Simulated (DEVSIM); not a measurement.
Device: abrupt GaAs p-n junction, at 250 K.

```
layer (left to right)  material  thickness (μm)  Nd (cm⁻³)  Na (cm⁻³)  τn (s)  τp (s)
---------------------  --------  --------------  ---------  ---------  ------  ------
1                          GaAs            3.00          -     1.1e17  4.2e-9  4.2e-9
2                          GaAs            20.0     1.2e16          -  4.2e-9  4.2e-9
```

Left contact: ohmic. Right contact: ohmic. Voltage is applied to the left contact. Recombination: SRH at mid-gap, radiative, Auger. Mobility is constant in doping.

This is a model device: material constants are rounded textbook-type values typed into the input, and sizes, dopings and lifetimes were drawn at random. Values at 300 K; Nc and Nv go as T^1.5, mobilities as T to minus their exponent, the gap by Varshni's rule with the affinity fixed.

```csv
parameter,GaAs
gap (eV),1.424
affinity (eV),4.07
permittivity,12.9
Nc (cm⁻³),4.7e17
Nv (cm⁻³),9e18
μn (cm²/Vs),8500
μp (cm²/Vs),400
T exponent of μn,2.1
T exponent of μp,2.2
B (cm³/s),2e-10
Cn (cm⁶/s),1e-30
Cp (cm⁶/s),1e-30
Varshni α (eV/K),0.000541
Varshni β (K),204
```

Model (solved in DEVSIM): 1D drift-diffusion, Boltzmann statistics, complete ionisation; no tunnelling, impact ionisation, image-force lowering or self-heating.

Problem. Tabulate band edges, carrier densities and field at -2.0 V on the left contact.

Solution. Energies count from the Fermi level of the right contact; mesh points crowd at the junctions.

```json
[
 {"x (μm)": "0.000", "Ec (eV)": "3.357", "Ev (eV)": "1.911", "n (cm⁻³)": "< 1e2", "p (cm⁻³)": "1.1e17", "field (V/cm)": "≈ 0"},
 {"x (μm)": "0.03464", "Ec (eV)": "3.357", "Ev (eV)": "1.911", "n (cm⁻³)": "< 1e2", "p (cm⁻³)": "1.1e17", "field (V/cm)": "≈ 0"},
 {"x (μm)": "0.1184", "Ec (eV)": "3.357", "Ev (eV)": "1.911", "n (cm⁻³)": "< 1e2", "p (cm⁻³)": "1.1e17", "field (V/cm)": "≈ 0"},
 {"x (μm)": "0.3211", "Ec (eV)": "3.357", "Ev (eV)": "1.911", "n (cm⁻³)": "< 1e2", "p (cm⁻³)": "1.1e17", "field (V/cm)": "≈ 0"},
 {"x (μm)": "1.083", "Ec (eV)": "3.357", "Ev (eV)": "1.911", "n (cm⁻³)": "< 1e2", "p (cm⁻³)": "1.1e17", "field (V/cm)": "≈ 0"},
 {"x (μm)": "2.155", "Ec (eV)": "3.357", "Ev (eV)": "1.911", "n (cm⁻³)": "< 1e2", "p (cm⁻³)": "1.1e17", "field (V/cm)": "≈ 0"},
 {"x (μm)": "2.665", "Ec (eV)": "3.357", "Ev (eV)": "1.911", "n (cm⁻³)": "< 1e2", "p (cm⁻³)": "1.1e17", "field (V/cm)": "≈ 0"},
 {"x (μm)": "2.912", "Ec (eV)": "3.355", "Ev (eV)": "1.909", "n (cm⁻³)": "< 1e2", "p (cm⁻³)": "1.0e17", "field (V/cm)": "-1700"},
 {"x (μm)": "2.978", "Ec (eV)": "3.194", "Ev (eV)": "1.748", "n (cm⁻³)": "< 1e2", "p (cm⁻³)": "5.7e13", "field (V/cm)": "-66000"},
 {"x (μm)": "3.007", "Ec (eV)": "2.946", "Ev (eV)": "1.500", "n (cm⁻³)": "< 1e2", "p (cm⁻³)": "5.8e8", "field (V/cm)": "-98000"},
 {"x (μm)": "3.051", "Ec (eV)": "2.527", "Ev (eV)": "1.081", "n (cm⁻³)": "< 1e2", "p (cm⁻³)": "< 1e2", "field (V/cm)": "-90000"},
 {"x (μm)": "3.221", "Ec (eV)": "1.232", "Ev (eV)": "-0.214", "n (cm⁻³)": "< 1e2", "p (cm⁻³)": "< 1e2", "field (V/cm)": "-62000"},
 {"x (μm)": "3.576", "Ec (eV)": "0.091", "Ev (eV)": "-1.356", "n (cm⁻³)": "5.3e15", "p (cm⁻³)": "< 1e2", "field (V/cm)": "-4400"},
 {"x (μm)": "4.447", "Ec (eV)": "0.073", "Ev (eV)": "-1.373", "n (cm⁻³)": "1.2e16", "p (cm⁻³)": "< 1e2", "field (V/cm)": "≈ 0"},
 {"x (μm)": "7.767", "Ec (eV)": "0.073", "Ev (eV)": "-1.373", "n (cm⁻³)": "1.2e16", "p (cm⁻³)": "< 1e2", "field (V/cm)": "≈ 0"},
 {"x (μm)": "14.15", "Ec (eV)": "0.073", "Ev (eV)": "-1.373", "n (cm⁻³)": "1.2e16", "p (cm⁻³)": "< 1e2", "field (V/cm)": "≈ 0"},
 {"x (μm)": "19.40", "Ec (eV)": "0.073", "Ev (eV)": "-1.373", "n (cm⁻³)": "1.2e16", "p (cm⁻³)": "< 1e2", "field (V/cm)": "≈ 0"},
 {"x (μm)": "21.55", "Ec (eV)": "0.073", "Ev (eV)": "-1.373", "n (cm⁻³)": "1.2e16", "p (cm⁻³)": "< 1e2", "field (V/cm)": "≈ 0"},
 {"x (μm)": "22.57", "Ec (eV)": "0.073", "Ev (eV)": "-1.373", "n (cm⁻³)": "1.2e16", "p (cm⁻³)": "< 1e2", "field (V/cm)": "≈ 0"},
 {"x (μm)": "22.84", "Ec (eV)": "0.073", "Ev (eV)": "-1.373", "n (cm⁻³)": "1.2e16", "p (cm⁻³)": "< 1e2", "field (V/cm)": "≈ 0"},
 {"x (μm)": "22.95", "Ec (eV)": "0.073", "Ev (eV)": "-1.373", "n (cm⁻³)": "1.2e16", "p (cm⁻³)": "< 1e2", "field (V/cm)": "≈ 0"},
 {"x (μm)": "23.00", "Ec (eV)": "0.073", "Ev (eV)": "-1.373", "n (cm⁻³)": "1.2e16", "p (cm⁻³)": "< 1e2", "field (V/cm)": "≈ 0"}
]
```
